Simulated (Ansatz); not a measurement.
Ti, response to strain

Consider Ti in the hcp (Mg type) structure (space group P6_3/mmc, No. 194; a = 2.864 Å, c = 4.537 Å; relaxed with 0.1 eV smearing). Axes: x lies along a and z along c of the hexagonal cell.

Strains are applied to the cell and any free atomic positions relax; under biaxial strain the out-of-plane vector relaxes too.

Calculations: LDA (Ansatz, a first-principles code, PAW, no SOC).

Notes on the quantities. in-plane stress: mean in-plane stress (compression positive).

```json
[
 {"variant": "base", "volume per atom": "16.12 Å³", "in-plane stress": "–"},
 {"variant": "biaxial strain −3.00 %, plane normal [001], relaxed out of plane", "volume per atom": "15.62 Å³", "in-plane stress": "(withheld)"},
 {"variant": "biaxial strain −2.50 %, plane normal [001], relaxed out of plane", "volume per atom": "15.70 Å³", "in-plane stress": "(withheld)"},
 {"variant": "biaxial strain −1.50 %, plane normal [001], relaxed out of plane", "volume per atom": "15.86 Å³", "in-plane stress": "+3.0 GPa"},
 {"variant": "biaxial strain −1.00 %, plane normal [001], relaxed out of plane", "volume per atom": "15.95 Å³", "in-plane stress": "+2.0 GPa"},
 {"variant": "biaxial strain −0.50 %, plane normal [001], relaxed out of plane", "volume per atom": "16.03 Å³", "in-plane stress": "+1.0 GPa"},
 {"variant": "biaxial strain +0.50 %, plane normal [001], relaxed out of plane", "volume per atom": "16.21 Å³", "in-plane stress": "-1.0 GPa"},
 {"variant": "biaxial strain +1.00 %, plane normal [001], relaxed out of plane", "volume per atom": "16.30 Å³", "in-plane stress": "-1.9 GPa"},
 {"variant": "biaxial strain +2.00 %, plane normal [001], relaxed out of plane", "volume per atom": "16.48 Å³", "in-plane stress": "-3.8 GPa"},
 {"variant": "biaxial strain +2.50 %, plane normal [001], relaxed out of plane", "volume per atom": "(withheld)", "in-plane stress": "(withheld)"}
]
```

Question: Some entries are withheld; estimate them.

Answer: 
- biaxial strain −3.00 %, plane normal [001], relaxed out of plane, in-plane stress: +6.0 GPa
- biaxial strain −2.50 %, plane normal [001], relaxed out of plane, in-plane stress: +5.0 GPa
- biaxial strain +2.50 %, plane normal [001], relaxed out of plane, volume per atom: 16.56 Å³
- biaxial strain +2.50 %, plane normal [001], relaxed out of plane, in-plane stress: -4.6 GPa

Stability against distortions was not tested. All final runs are without spin polarisation.
